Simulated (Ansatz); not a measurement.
## Input and output of a self-consistent single point for a (111) slab of YMgNi4 (cut from a parent of space group no. 216; 12 atoms in the cell) (Ansatz)

Method: PBEsol, default PAW files made with PBE (plane waves; Ansatz, a program for electronic structure).

Input:

Ansatz 0.2 input:
```yaml
crystal:
  lattice:
    - [4.923802, 0.000000, 0.000000]
    - [2.461901, 4.264138, 0.000000]
    - [0.000000, 0.000000, 21.519308]
  atoms:
    - { symbol: Mg, position_ang: [0.543012, 0.313508, 7.483813] }
    - { symbol: Mg, position_ang: [3.004910, 1.734886, 11.504114] }
    - { symbol: Ni, position_ang: [1.789223, 2.436763, 8.985193], spin: 2.0 }
    - { symbol: Ni, position_ang: [3.004910, 0.331132, 8.985193], spin: 2.0 }
    - { symbol: Ni, position_ang: [3.004910, 1.734886, 6.999994], spin: 2.0 }
    - { symbol: Ni, position_ang: [4.220597, 2.436763, 8.985193], spin: 2.0 }
    - { symbol: Ni, position_ang: [4.251122, 3.858141, 13.005517], spin: 2.0 }
    - { symbol: Ni, position_ang: [5.466809, 1.752510, 13.005517], spin: 2.0 }
    - { symbol: Ni, position_ang: [5.466809, 3.156264, 11.020296], spin: 2.0 }
    - { symbol: Ni, position_ang: [6.682495, 3.858141, 13.005517], spin: 2.0 }
    - { symbol: Y, position_ang: [0.543012, 0.313508, 10.499012] }
    - { symbol: Y, position_ang: [3.004910, 1.734886, 14.519314] }
basis:
  ecutwfc: 420.0
kpoints:
  mp_grid: { grid: [4, 4, 1] }
hamiltonian:
  xc: pbesol
  pseudopotentials: { kind: paw }
magnetization:
  spin_polarized: true
scf:
  occupations: { method: fermi_dirac, width: 0.1 }
output:
  forces: true
  eigenvalues: true
  stress: true
```

The program printed (abridged):

```
WARN the atoms were moved onto the symmetric positions of the space group found under crystal.symmetry.tolerance 1.0e-5 (fractional …
WARN ansatz: RAYON_NUM_THREADS=1 ignored (pool sized by the plan → 1); use --threads N
Pseudopotentials: kind: paw
Pseudopotential: Mg, paw, valence charge 10
Pseudopotential: Ni, paw, valence charge 18
Pseudopotential: Y, paw, valence charge 11
Crystal: 12 atoms, lattice volume = 451.814 Å³
Basis set: ecut = 420 eV, 8861 PW (Γ), exchange–correlation on 72×72×288 points (8 copies of the dense FFT grid, shifted against one another)
Bands: 122, of which v1, the nominal top of the filled ones, is band 93 counted from 1 (92 counted from 0)
Symmetry: 6 space group operations
Space group: P3m1 (ITA 156), of the structure as read, at distance tolerance 7.7e-5 Å
Magnetic group: BNS 156.49 (UNI 1279), of the structure as read, at distance tolerance 7.7e-5 Å
k-points: 4 of 16 (time reversal used)
PAW frozen core: Mg, regenerated for the run's functional, and the local potential with it
PAW frozen core: Ni, regenerated for the run's functional, and the local potential with it
PAW frozen core: Y, regenerated for the run's functional, and the local potential with it
Initial density: superposition of atomic densities (neutral atoms: chi_scale 0, normalization atom)
Starting moments: Σ|m| = 16 μB on 8 of 12 sites
Initial wavefunctions: pseudopotential atomic-orbital guess
Eigensolver: davidson
Functional: x = pbesol(κ = 0.804, μ = 0.12345679012345678), c = pbesol(β = 0.046)
SCF iter   1: F=—  HF=-57851.552602 eV  |F-HF|=—  |Δ(HF+E_count)|=         —  Δρ=9.36e-2 (↑9.36e-2 ↓9.05e-2)  dr2=3.90e1  dr2_m=3.41e1  M=3.809 μB ∫|m|=4.535 μB  β_m=0.30  ethr=3.10e-3  ⟨swp⟩=10.0  Hψ=5018  notcnv=0  defer=27
Mixer restart at iter 1: flushing history
all-band conjugate gradients solve this SCF's bands
preconditioner: auto → LDOS
spin=Collinear: LDOS preconditioning applied to the charge; magnetization (m = ρ↑ − ρ↓) channel mixes plain (no charge-response kernel on spin).
SCF iter   2: F=—  HF=-57848.397148 eV  |F-HF|=—  |Δ(HF+E_count)|=    3.16e0  Δρ=7.40e-2 (↑5.88e-2 ↓7.40e-2)  dr2=9.82e0  dr2_m=1.80e1  M=3.403 μB ∫|m|=4.320 μB  β_m=0.60  ethr=3.10e-3  ⟨swp⟩=3.0  Hψ=1561  notcnv=0  defer=92
SCF iter   3: F=—  HF=-57855.522889 eV  |F-HF|=—  |Δ(HF+E_count)|=    7.13e0  Δρ=4.15e-2 (↑4.15e-2 ↓2.05e-2)  dr2=1.12e1  dr2_m=1.02e0  M=2.652 μB ∫|m|=3.544 μB  β_m=0.54  ethr=3.10e-3  ⟨swp⟩=4.4  Hψ=1964  notcnv=0  defer=93
   [... lines left out ...]
SCF iter  16: F=—  HF=-57853.205870 eV  |F-HF|=—  |Δ(HF+E_count)|=   2.64e-7  Δρ=5.35e-6 (↑2.35e-6 ↓5.35e-6)  dr2=1.01e-7  dr2_m=4.45e-8  M=1.168 μB ∫|m|=1.406 μB  β_m=0.62  ethr=1.00e-9  ⟨swp⟩=2.0  Hψ=1316  notcnv=0  defer=78
SCF iter  17: F=—  HF=-57853.205870 eV  |F-HF|=—  |Δ(HF+E_count)|=   1.70e-8  Δρ=3.95e-6 (↑3.95e-6 ↓2.73e-6)  dr2=6.68e-8  dr2_m=2.52e-8  M=1.168 μB ∫|m|=1.405 μB  β_m=0.63  ethr=5.42e-11  ⟨swp⟩=2.4  Hψ=1729  notcnv=0  defer=78
SCF iter  18: F=—  HF=-57853.205870 eV  |F-HF|=—  |Δ(HF+E_count)|=   1.12e-8  Δρ=1.60e-6 (↑1.49e-6 ↓1.60e-6)  dr2=5.03e-8  dr2_m=4.23e-10  M=1.167 μB ∫|m|=1.405 μB  β_m=0.60  ethr=3.59e-11  ⟨swp⟩=2.1  Hψ=1478  notcnv=0  defer=78
SCF iter  19: F=-57853.205870 eV  HF=-57853.205870 eV  |F-HF|=1.92e-8  |Δ(HF+E_count)|=   6.27e-9  Δρ=1.19e-6 (↑1.19e-6 ↓1.07e-6)  dr2=2.51e-8  dr2_m=2.03e-10  M=1.167 μB ∫|m|=1.405 μB  ethr=2.71e-11  ⟨swp⟩=14.0  Hψ=4808  notcnv=0
SCF 1 converged in 19 iterations: F = -57853.205870 eV  dr2 = 2.51e-8
Crystal: 12 atoms, lattice volume = 451.814 Å³
Starting moments: Σ|m| = 18 μB on 10 of 12 sites
SCF iter   1: F=—  HF=-57861.141746 eV  |F-HF|=—  |Δ(HF+E_count)|=         —  Δρ=1.41e-1 (↑4.90e-2 ↓1.41e-1)  dr2=9.34e1  dr2_m=3.56e1  M=3.098 μB ∫|m|=3.969 μB  β_m=0.30  ethr=3.10e-3  ⟨swp⟩=10.1  Hψ=5080  notcnv=0  defer=24
preconditioner: auto → LDOS
spin=Collinear: LDOS preconditioning applied to the charge; magnetization (m = ρ↑ − ρ↓) channel mixes plain (no charge-response kernel on spin).
SCF iter   2: F=—  HF=-57853.793455 eV  |F-HF|=—  |Δ(HF+E_count)|=    7.35e0  Δρ=6.89e-2 (↑5.28e-2 ↓6.89e-2)  dr2=2.04e1  dr2_m=1.41e1  M=3.493 μB ∫|m|=4.770 μB  β_m=0.30  ethr=3.10e-3  ⟨swp⟩=3.1  Hψ=1642  notcnv=0  defer=127
SCF iter   3: F=—  HF=-57852.407875 eV  |F-HF|=—  |Δ(HF+E_count)|=    1.39e0  Δρ=5.10e-2 (↑3.65e-2 ↓5.10e-2)  dr2=1.17e1  dr2_m=7.28e0  M=3.440 μB ∫|m|=4.765 μB  β_m=0.30  ethr=3.10e-3  ⟨swp⟩=3.8  Hψ=1726  notcnv=0  defer=109
SCF iter   4: F=—  HF=-57852.702807 eV  |F-HF|=—  |Δ(HF+E_count)|=   2.95e-1  Δρ=4.04e-2 (↑2.67e-2 ↓4.04e-2)  dr2=8.30e0  dr2_m=4.25e0  M=3.144 μB ∫|m|=4.441 μB  β_m=0.30  ethr=3.10e-3  ⟨swp⟩=2.5  Hψ=1062  notcnv=0  defer=94
SCF iter   5: F=—  HF=-57852.792490 eV  |F-HF|=—  |Δ(HF+E_count)|=   8.97e-2  Δρ=2.56e-2 (↑2.56e-2 ↓1.53e-2)  dr2=1.76e0  dr2_m=1.59e0  M=3.588 μB ∫|m|=4.811 μB  β_m=0.30  ethr=3.10e-3  ⟨swp⟩=3.8  Hψ=1363  notcnv=0  defer=92
SCF iter   6: F=—  HF=-57853.020245 eV  |F-HF|=—  |Δ(HF+E_count)|=   2.28e-1  Δρ=2.76e-2 (↑1.43e-2 ↓2.76e-2)  dr2=2.21e0  dr2_m=1.79e0  M=2.817 μB ∫|m|=3.998 μB  β_m=0.30  ethr=9.47e-4  ⟨swp⟩=3.9  Hψ=1290  notcnv=0  defer=73
SCF iter   7: F=—  HF=-57852.986932 eV  |F-HF|=—  |Δ(HF+E_count)|=   3.33e-2  Δρ=1.64e-2 (↑1.29e-2 ↓1.64e-2)  dr2=9.83e-2  dr2_m=8.81e-1  M=2.901 μB ∫|m|=4.022 μB  β_m=0.30  ethr=9.47e-4  ⟨swp⟩=3.0  Hψ=1044  notcnv=0  defer=73
   [... lines left out ...]
spin-set hold released at iteration 8 (site moments contracting)
iter 26 did not close the SCF: its close was put off for a magnetic moment that had not settled (scf_convergence_deferred on its scf_iter line)
iter 27 did not close the SCF: its close was put off for a magnetic moment that had not settled (scf_convergence_deferred on its scf_iter line)
WARN: the starting moments were not kept: the SCF closed with an absolute magnetisation of 1.4e0 μB, where they sum to 16 μB in size (8 sites) …
Absolute magnetization: 1.4058 μB (∫|ρ↑−ρ↓|, with the PAW one-centre terms)
Free energy (F): -57853.205870 eV
Fermi energy:    3.537855 eV
   [... lines left out ...]
  max |Σ_I F_I| component: 2.15e-5 eV/Å
--- Stress (GPa, compression-positive) ---
       -3.915245      -0.000000      -0.000000
        0.000000      -3.915245       0.000000
       -0.000000       0.000000      -2.320603
  P = ⅓ Tr σ = -3.3837 GPa (-33.837 kbar)
  The stress holds the Pulay correction. Without it, at fixed plane waves, as pw.x and ABINIT print it: P = -3.3935 GPa
--- Band table (eV; the first three rows and the last of 8) ---
  k-point 0 ↑: bands = ["-99.1702", "-99.0979", "-99.0780", "-99.0780", "-99.0219", "-99.0022", "-99.0022", "-98.6695", "-71.7779", "-71.2302", "-59.9072", "-59.8375", "-59.7475", "-59.7475", "-59.6776", "-59.6483", "-59.6483", "-59.6269", [...]
  k-point 1 ↑: bands = ["-99.1702", "-99.0955", "-99.0805", "-99.0780", "-99.0195", "-99.0046", "-99.0022", "-98.6695", "-71.7779", "-71.2302", "-59.8996", "-59.8300", "-59.7558", "-59.7442", "-59.6642", "-59.6436", "-59.6418", "-59.6254", [...]
  k-point 2 ↑: bands = ["-99.1701", "-99.0917", "-99.0842", "-99.0780", "-99.0157", "-99.0085", "-99.0022", "-98.6695", "-71.7779", "-71.2302", "-59.8923", "-59.8180", "-59.7682", "-59.7410", "-59.6572", "-59.6379", "-59.6343", "-59.6043", [...]
  k-point 3 ↓: bands = ["-99.0369", "-98.9758", "-98.9689", "-98.9626", "-98.8529", "-98.8453", "-98.8390", "-98.1991", "-71.7770", "-71.2308", "-59.7357", "-59.6012", "-59.5972", "-59.5678", "-59.5570", "-59.5437", "-59.5330", "-59.5252", [...]
```

The run converged, with 47 iterations in all over 2 SCF loops.

The starting cell comes from a database of computed structures (which also holds hypothetical and non-ambient phases and stackings), without a prior relaxation at this level. The slab is cut from that crystal, and its faces are unrelaxed. Its lattice was rescaled by up to half a per cent. The moments shrank to a small part of their start, a low-spin state that need not be the lowest. The program warned that a starting moment was not kept. The two faces of this cut differ, and no dipole correction was used. Forces in this geometry exceed 1 eV/Å.

These are the values that this program gave, and no reference: magnetic slabs can end in a higher state.

Cost on one core of a shared machine: roughly 3 min.
